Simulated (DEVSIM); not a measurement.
Structure: Schottky contact on n-type Si, at 400 K.

Layer 1 from the left is Si, thickness (μm) 1.60, Nd (cm⁻³) 2.5e16, τn (s) 0.00069, τp (s) 0.00069.

Left contact: Schottky, work function 4.84 eV, emission velocity 9.8e6 cm/s. Right contact: ohmic. Voltage is applied to the left contact. Recombination: SRH at mid-gap, radiative, Auger. Mobility is μmin + (μ − μmin)/(1 + (N/Nref)^α).

Constants are typed, rounded textbook-type inputs, not results; the design itself was drawn at random and stands for no fabricated device. Values at 300 K; Nc and Nv go as T^1.5, mobilities as T to minus their exponent, the gap by Varshni's rule with the affinity fixed.

Si: gap (eV) 1.124, affinity (eV) 4.05, permittivity 11.7, Nc (cm⁻³) 2.86e19, Nv (cm⁻³) 3.1e19, μn (cm²/Vs) 1417, μp (cm²/Vs) 470, μn,min 52, μp,min 45, Nref,n 9.7e16, Nref,p 2.2e17, αn 0.68, αp 0.72, T exponent of μn 2.3, T exponent of μp 2.2, B (cm³/s) 4.7e-15, Cn (cm⁶/s) 2.8e-31, Cp (cm⁶/s) 9.9e-32, Varshni α (eV/K) 0.000473, Varshni β (K) 636.

Problem. Estimate by hand the built-in potential, the peak field at zero bias, the capacitance at -1.5 V, and compare with a numerical solution.

Solution. 
- Built-in potential: barrier φB = 0.790 eV; Vbi = φB − kT/q ln(N_band/N) = 0.532 V; numerical 0.532 V.
- Peak field at zero bias: depletion approximation: W = √(2εVbi/(qN)) = 0.166 μm with N = 2.50e16 cm⁻³; field = 2Vbi/W = 64200 V/cm; numerical 62400 V/cm (estimate above by 2.9 %).
- Capacitance at -1.5 V: C = √(qεN / 2(Vbi + |V|)) = 32.0 nF/cm²; numerical 32.2 nF/cm² (estimate below by 0.62 %).

DEVSIM, 1D drift-diffusion, Boltzmann statistics, complete ionisation; no tunnelling, impact ionisation, image-force lowering or self-heating. Metal contacts follow the ideal Schottky-Mott rule: no Fermi-level pinning, no interface dipoles.
